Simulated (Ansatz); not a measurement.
Functionals compared on the (100) surface of rock-salt TiC, Mo on all Ti sites of the top plane (bottom of the slab: a bare face, its two planes held), in Ansatz (plane waves, PAW). The structure was relaxed with PBE; the other rows are single points on it. Cutoff 420 eV (500 eV for r2SCAN).

Model: 12-atom slab, 10.8 Å thick at the start with caps and adatoms (thin: gaps and levels are the slab's own), 12x12x1 mesh, Fermi-Dirac 0.1 eV, dipole correction, 4 atoms held, the rest relaxed; start symmetry kept, larger cells not searched; no spin, no spin-orbit, no U. In PBE it is, or lies within 0.01 eV a 1x1 cell of, the lowest of the 2 structures of its composition computed so far; subsurface sites and larger cells were not tried. These notes are the PBE run's.

```tsv
functional	work function of the top face (eV)	rough cost of the single point
PBE	3.94	–
RPBE	?	roughly 17 core-seconds
r2SCAN	3.90	about 30 core-seconds (a rough figure)
```

Fill in the missing entries.


- RPBE, work function of the top face (eV): 3.77

Ansatz is a program for electronic structure.
